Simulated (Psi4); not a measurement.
Psi4 1.11, unrestricted PBE0/def2-svp: [CH2]SC, charge 0, multiplicity 2, 8 atoms. The geometry is a generated start, not checked to be a minimum at this level.

| Item | Result |
|---|---|
| task | energy |
| method | pbe0 |
| basis | def2-svp |
| memory | 3 GB |
| maxiter | 100 |
| keys of the molecule block | symmetry c1 |
| scf_type | df (default) |
| e_convergence | 1e-06 (default) |
| d_convergence | 1e-06 (default) |
| dft_radial_points | 75 (default) |
| dft_spherical_points | 302 (default) |
| basis functions | 71 |
| grid points | 171811 |

```xyz
8

C      1.4872    -0.2611     0.1156
S      0.0738    -0.5205     1.0317
C     -1.1827     0.1185    -0.1190
H      2.4005    -0.6061     0.5567
H      1.5027     0.5532    -0.5826
H     -1.0179     1.1814    -0.2762
H     -1.1084    -0.4229    -1.0590
H     -2.1552    -0.0424     0.3328
```

Charge 0 and multiplicity 2 are set for this test and not shown to be the ground state.

With the defaults (diis = true, scf_initial_accelerator = adiis, damping_percentage = 0, guess = auto, which took SAD, diis_max_vecs = 10, level_shift = 0, level_shift_cutoff = 0.01, soscf = false, soscf_start_convergence = 0.01) it converges in 10 SCF iterations. One run each on 2 threads, with these changes:
- soscf = true, soscf_start_convergence = 0.001
- guess = sapgau
- level_shift = 0.5, level_shift_cutoff = 0.001
- diis = false, scf_initial_accelerator = none, damping_percentage = 60
- soscf = true
- guess = modhuckel
- diis_max_vecs = 3
- diis_max_vecs = 20
- guess = gwh

Task: Name the settings that don't reach the solution of the defaults.

Result: No convergence: diis = false, scf_initial_accelerator = none, damping_percentage = 60 (the run ends without SCF convergence in 100 iterations). The rest reach the solution of the defaults.

| setting | SCF iterations | JK calls | end |
|---|---|---|---|
| soscf = true, soscf_start_convergence = 0.001 | 7 | 18 | same solution |
| soscf = true | 7 | 23 | same solution |
| the defaults | 10 | 11 | same solution |
| guess = sapgau | 10 | 10 | same solution |
| level_shift = 0.5, level_shift_cutoff = 0.001 | 10 | 11 | same solution |
| guess = modhuckel | 10 | 26 | same solution |
| diis_max_vecs = 20 | 10 | 11 | same solution |
| guess = gwh | 12 | 12 | same solution |
| diis_max_vecs = 3 | 14 | 15 | same solution |
| diis = false, scf_initial_accelerator = none, damping_percentage = 60 | 100 | 101 | no convergence |

An SOSCF iteration holds several JK calls; a Hückel guess adds calls on atoms.
